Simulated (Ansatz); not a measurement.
**Al2O3: pressure 0.3 GPa**

Take Al2O3 (space group Cmc2_1, No. 36; a = 9.705 Å, b = 5.530 Å, c = 4.941 Å; a cell from a computed database, its experimental status unchecked) as the base.

Now apply this change: cell and atoms relaxed at a pressure of 0.3 GPa.

Method: plane-wave PAW DFT at the PBEsol level (Ansatz, a first-principles code, 420 eV), no spin-orbit coupling. Γ-centred 7×7×7 mesh, Fermi–Dirac width 0.05 eV.

The volume per atom shrinks by 0.05 Å³ (13.26 Å³ → 13.21 Å³) and the density is nearly the same (2.55 g/cm³ against 2.56 g/cm³). The enthalpy H = E + PV relative to the base's energy comes out as +0.02 eV/atom and the band gap increases by 0.02 eV (4.18 eV → 4.20 eV). The gap character is still direct at Γ and the width of the top valence band stays essentially unchanged (0.29 eV against 0.30 eV). The electron mass stays 0.48 mₑ along a, 0.44 mₑ along b, 0.41 mₑ along c (at Γ) and the valence-band top at Γ (three highest levels, from the VBM) goes from 0.00, -0.05, -0.47 eV to 0.00, -0.06, -0.47 eV.

Final structure:

```
CELL_PARAMETERS angstrom
      4.84971    -2.76088     0.00000
      4.84971     2.76088     0.00000
      0.00000     0.00000     4.93387
ATOMIC_POSITIONS crystal
  Al 0.99316 0.67158 0.43112
  Al 0.00684 0.32842 0.93112
  Al 0.32842 0.00684 0.43112
  Al 0.67158 0.99316 0.93112
  O  0.77981 0.22019 0.99241
  O  0.22019 0.77981 0.49241
  O  0.89913 0.65907 0.08654
  O  0.10087 0.34093 0.58654
  O  0.34093 0.10087 0.08654
  O  0.65907 0.89913 0.58654
```

Load acts through the strain it causes; cell and atoms are relaxed under it. Effective masses come from finite differences of ±0.01 Å⁻¹. Whether these cells are dynamically stable was not tested.
